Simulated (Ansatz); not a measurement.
This Ansatz (an electronic-structure program) input is the reference run, Au in the fcc (Cu type) structure (space group Fm-3m, No. 225), computed with PBEsol (Ansatz; PAW; 420 eV plane waves; no spin-orbit coupling):

Ansatz 0.2 input:
```yaml
crystal:
  lattice:
    - [0, 2.0417238436, 2.0417238436]
    - [2.0417238436, 0, 2.0417238436]
    - [2.0417238436, 2.0417238436, 0]
  atoms:
    - { symbol: Au, position: [0, 0, 0] }
basis: { ecutwfc: 420, ecutrho_ratio: 4, xc_grid: 2, fft_grid_basis: typed }
kpoints: { mp_grid: { grid: [20, 20, 20] } }
hamiltonian:
  xc: pbesol
  dispersion: none
  pseudopotentials: { kind: paw }
scf: { occupations: { method: fermi_dirac, width: 0.05 }, convergence: { dr2_threshold: 0.0000000001 } }
output: { forces: true, stress: true }
checkpoint: { write: state.ck, write_every: 1000 }
```

Task: Write the input for this change: cell and atoms relaxed at a pressure of 0.9 GPa.

Result: 
Ansatz 0.2 input:
```yaml
crystal:
  lattice:
    - [0, 2.0417238436, 2.0417238436]
    - [2.0417238436, 0, 2.0417238436]
    - [2.0417238436, 2.0417238436, 0]
  atoms:
    - { symbol: Au, position: [0, 0, 0] }
basis: { ecutwfc: 420, ecutrho_ratio: 4, xc_grid: 2, fft_grid_basis: typed }
kpoints: { mp_grid: { grid: [20, 20, 20] } }
hamiltonian:
  xc: pbesol
  dispersion: none
  pseudopotentials: { kind: paw }
scf: { occupations: { method: fermi_dirac, width: 0.05 } }
relax: { f_tol: 0.01, max_steps: 60, cell: { stress_tol: 0.02, p_target: 0.9 } }
output: { forces: true, stress: true }
checkpoint: { write: state.ck, write_every: 1000 }
```
This is the input that was run.

Load acts through the strain it causes; cell and atoms are relaxed under it. Stability against distortions was not tested.
